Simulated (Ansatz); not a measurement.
A self-consistent single point of NbAs (I4_1md, 4 atoms in the cell) with Ansatz (a first-principles code).

Computed with PBE with spin-orbit coupling (plane waves, PAW; Ansatz).

```
CELL_PARAMETERS angstrom
     -1.73327     1.73327     5.90503
      1.73327    -1.73327     5.90503
      1.73327     1.73327    -5.90503
ATOMIC_POSITIONS crystal
  Nb 0.74972 0.74972 0.00000
  Nb 0.49972 0.99972 0.50000
  As 0.16728 0.16728 0.00000
  As 0.91728 0.41728 0.50000
```

Reference input (self-consistent single point, DFT, PBE, plane waves, default PAW files): basis.ecutwfc = 420 eV; kpoints.mp_grid.grid = 8 8 8; hamiltonian.xc = pbe; hamiltonian.pseudopotentials = {kind: paw} (the program's default PAW files); scf.occupations.method = fermi_dirac; scf.occupations.width = 0.05 eV. This run's input differs from it in these lines:

Ansatz 0.2 input:
```diff
@@ -19,2 +19,5 @@
     kind: paw
+magnetization:
+  noncollinear: true
+  spin_orbit: true
 scf:
```

Output (repeated stretches shortened):

```
SCF iter   1: F=—  HF=-18822.394970 eV  |F-HF|=—  |Δ(HF+E_count)|=         —  Δρ=5.05e-2  dr2=1.93e0  dr2_m=0.00e0 (ungated)  ethr=3.10e-3  |M|=0.00e0 ∫|m|=0.00e0 μB  |m|>n=0.0e0 m-floor=0.0e0 τ_xc=0.0e0  β_m=0.30  ⟨swp⟩=5.9  Hψ=17481  notcnv=0
all-band conjugate gradients solve this SCF's bands
preconditioner: auto → Kerker (q_TF=auto, 2.623 Å⁻¹)
spin=Noncollinear: Kerker preconditioning applied to the charge; magnetization (m_x, m_y, m_z) channels mix plain (no charge-response kernel on spin).
   [... lines left out ...]
SCF iter   7: F=—  HF=-18821.854489 eV  |F-HF|=—  |Δ(HF+E_count)|=   1.86e-5  Δρ=5.63e-5  dr2=2.15e-6  dr2_m=0.00e0 (ungated)  ethr=7.19e-8  |M|=0.00e0 ∫|m|=0.00e0 μB  |m|>n=0.0e0 m-floor=0.0e0 τ_xc=0.0e0  β_m=0.90  ⟨swp⟩=2.0  Hψ=7028  notcnv=0  defer=196
SCF iter   8: F=-18821.854489 eV  HF=-18821.854489 eV  |F-HF|=1.82e-8  |Δ(HF+E_count)|=   3.24e-7  Δρ=9.74e-6  dr2=8.10e-8  dr2_m=0.00e0 (ungated)  ethr=1.79e-10  |M|=0.00e0 ∫|m|=0.00e0 μB  |m|>n=0.0e0 m-floor=0.0e0 τ_xc=0.0e0  ⟨swp⟩=7.8  Hψ=18198  notcnv=0
SCF 1 converged in 8 iterations: F = -18821.854489 eV  dr2 = 8.10e-8
Magnetization: |M| = 0.0000 μB,  M = (+0.0000, +0.0000, +0.0000) μB
Absolute magnetization: 0.0000 μB (∫|m|)
  site 0: m = (+0.0000, +0.0000, +0.0000) μB, |m| = 0.0000 μB  (R = 1.09 Å)
  site 1: m = (+0.0000, +0.0000, +0.0000) μB, |m| = 0.0000 μB  (R = 1.09 Å)
  site 2: m = (+0.0000, +0.0000, +0.0000) μB, |m| = 0.0000 μB  (R = 1.09 Å)
  site 3: m = (+0.0000, +0.0000, +0.0000) μB, |m| = 0.0000 μB  (R = 1.09 Å)
Free energy (F): -18821.854489 eV
Internal energy: -18821.846064 eV  (E = F + TS)
E sigma→0 (E₀):  -18821.850276 eV
Entropy (-TS):   -0.008424 eV (-2.106 meV/atom)
Fermi energy:    15.934575 eV
--- Forces (eV/Å), atoms counted from 1 ---
  atom   1  Nb    -0.00000000     0.00000000    -0.03704713
  atom   2  Nb     0.00000000    -0.00000000    -0.03704713
   [... lines left out ...]
  atom   4  As     0.00000000    -0.00000000     0.03705420
--- Stress (GPa, compression-positive) ---
        0.205108       0.000000       0.000000
        0.000000       0.205108      -0.000000
        0.000000      -0.000000      -0.334320
  P = ⅓ Tr σ = 0.0253 GPa (0.253 kbar)
  The stress holds the Pulay correction. Without it, at fixed plane waves, as pw.x and ABINIT print it: P = -0.0027 GPa
```

The run converged in 8 iterations. Against the reference run the pressure hardly changes (0.02 to 0.03 GPa) and the largest force stays at 0.037 eV/Å.

The starting cell comes from a database of computed structures (which also holds hypothetical and non-ambient phases and stackings), without a prior relaxation at this level. Ansatz's pressure includes its estimate of the finite-basis (Pulay) stress.

Cost on one core of a shared machine: roughly 40 s.
